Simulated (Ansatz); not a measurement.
**B₂O₃ (P3₁21, No. 152)**

Calculation: PBEsol (PAW; Ansatz, a quantum-chemistry and plane-wave program).

Run with plane-wave cutoff 520 eV, 12×12×4 k mesh (along the axes of the cell as run), scalar-relativistic PAW data made under PBE.

Cell: relaxed at this level.

Voigt–Reuss–Hill bulk modulus: 43.8 GPa
polycrystal shear modulus (Hill average): 45.8 GPa
Young modulus: 102 GPa
Poisson ratio: 0.113

Elastic constants are with the ions relaxed.

Static lattice: no zero-point or thermal effects.
